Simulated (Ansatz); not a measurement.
Start from VN in the rock salt structure (space group Fm-3m, No. 225; relaxed with 0.1 eV smearing).

```xyz
2
Lattice="0.0000 2.0374 2.0374 2.0374 0.0000 2.0374 2.0374 2.0374 0.0000" Properties=species:S:1:pos:R:3 pbc="T T T"
N      0.0000     0.0000     0.0000
V      2.0374     2.0374     2.0374
```

Cartesian axes are those of the cell as printed.

All numbers come from PBEsol (Ansatz, an electronic-structure program, PAW, no SOC), earlier PAW set.

One thing is altered: every lattice vector is shortened by 2.92 %, atoms relaxed at fixed cell.

Q: Predict the stress tensor and what it implies for the stiffness.

A: Stress of the strained cell less that of the base (GPa, compression positive):
```
   36.9     0.0     0.0
    0.0    36.9     0.0
    0.0     0.0    36.9
```

Then B = −ΔP/(ΔV/V₀) with ΔV/V₀ = -0.0851 gives secant stiffness values (nonlinear terms included at this strain): B ≈ 433 GPa.

As a check, the harmonic strain energy −½ V₀ Δσ:ε is 85 meV/atom; the computed energy rise is 77 meV/atom.

No phonon test of stability was made. The final runs are not spin-polarised.
